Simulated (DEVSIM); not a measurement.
System: Ti/Al2O3/p-Si capacitor, at 250 K.

```
layer (left to right)  material  thickness (nm)  Na (cm⁻³)
---------------------  --------  --------------  ---------
1                         Al2O3            13.0          -
2                            Si            9300     7.6e15
```

Metal gate on the left, work function 4.33 eV. Fixed charge at the semiconductor interface 2e10 cm⁻² (in units of +e); interface traps 8.4e10 cm⁻² eV⁻¹, uniform in energy, neutral level at 0.7 of the gap above the valence band.

This is a model device: material constants are rounded textbook-type values typed into the input, and sizes, dopings and lifetimes were drawn at random. Values at 300 K; Nc and Nv go as T^1.5, mobilities as T to minus their exponent, the gap by Varshni's rule with the affinity fixed.

| parameter | Al2O3 | Si |
|---|---|---|
| gap (eV) | 6.8 | 1.124 |
| affinity (eV) | 1.35 | 4.05 |
| permittivity | 9 | 11.7 |
| Nc (cm⁻³) | - | 2.86e19 |
| Nv (cm⁻³) | - | 3.1e19 |
| Varshni α (eV/K) | - | 0.000473 |
| Varshni β (K) | - | 636 |

Simulated with DEVSIM: 1D Poisson equation in equilibrium, Boltzmann statistics, complete ionisation; no quantum confinement or tunnelling. Metal contacts follow the ideal Schottky-Mott rule: no Fermi-level pinning, no interface dipoles.

Tabulate band edges, carrier densities and field at -0.1 V on the gate.

Energies count from the Fermi level of the right contact; mesh points crowd at the junctions.

```
x (μm)    Ec (eV)  Ev (eV)  n (cm⁻³)  p (cm⁻³)  field (V/cm)
--------  -------  -------  --------  --------  ------------
0.000       3.080   -3.720     < 1e2     < 1e2         39000
0.001585    3.086   -3.714     < 1e2     < 1e2         39000
0.004762    3.099   -3.701     < 1e2     < 1e2         39000
0.009613    3.118   -3.682     < 1e2     < 1e2         39000
0.01265     3.130   -3.670     < 1e2     < 1e2         39000
0.01397     0.435   -0.701    3.8e10    170000         35000
0.01717     0.446   -0.690    2.3e10    280000         34000
0.02991     0.488   -0.648     3.1e9   2000000         33000
0.05545     0.568   -0.568     7.8e7     8.2e7         30000
0.1207      0.736   -0.400     31000    2.0e11         22000
0.2837      0.942   -0.194     < 1e2    2.9e15          4300
0.9023      0.963   -0.173     < 1e2    7.6e15           ≈ 0
2.235       0.963   -0.173     < 1e2    7.6e15           ≈ 0
5.388       0.963   -0.173     < 1e2    7.6e15           ≈ 0
8.115       0.963   -0.173     < 1e2    7.6e15           ≈ 0
8.834       0.963   -0.173     < 1e2    7.6e15           ≈ 0
9.122       0.963   -0.173     < 1e2    7.6e15           ≈ 0
9.235       0.963   -0.173     < 1e2    7.6e15           ≈ 0
9.291       0.963   -0.173     < 1e2    7.6e15           ≈ 0
9.305       0.963   -0.173     < 1e2    7.6e15           ≈ 0
9.310       0.963   -0.173     < 1e2    7.6e15           ≈ 0
9.313       0.963   -0.173     < 1e2    7.6e15           ≈ 0
```
